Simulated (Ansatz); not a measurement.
Bond-angle distributions (per cent of the angles at each element, bins of 10°) of a relaxed model of amorphous Ge12Sb12Se36 at 4.94 g/cm³. The numbers are results of PBE-D3(BJ), scalar-relativistic without spin-orbit coupling, PAW (Ansatz default set, large-core Se) (plane waves to 420 eV; Ansatz, a program for electronic structure), not measurements.

It comes from a melt-quench run on a machine-learned potential (CHGNet), relaxed afterwards by DFT. The hot cell started wider than the set density and was brought back towards it in steps. It is the lowest in DFT energy of 3 quenches. It is a model cell: composition and starting density were chosen by hand, and all elements were melted together. The geometry includes D3(BJ) dispersion. Its density started from a set value of 4.84 and ended at 4.94 g/cm³. The simulated quench (nominally 99 K/ps over its main leg) is rapid and tends to freeze in more defects than a deposited or slowly cooled glass has. Values belong to this one cell and scatter from quench to quench. Volume and shape were free in the relaxation.

Neighbours within Ge-Ge 2.85 Å, Ge-Sb 3.11 Å, Ge-Se 2.86 Å, Sb-Sb 3.34 Å, Sb-Se 3.06 Å, Se-Se 2.76 Å count as bonded.

```
angle (°)  at Ge  at Sb  at Se
---------  -----  -----  -----
50-60          0      0      0
60-70          2      0      0
70-80          0     12      2
80-90          7     29     43
90-100        28     22     26
100-110       25     17     14
110-120       28      5      7
120-130        8      3      7
130-140        0      0      2
140-150        0      2      0
150-160        0      3      0
160-170        2      5      0
170-180        0      2      0
```

They go with these counts of neighbours within the cut-offs, cation contacts included: Ge mean 3.7, most often 4; Sb mean 3.6, most often 4; Se mean 2.3, most often 2.
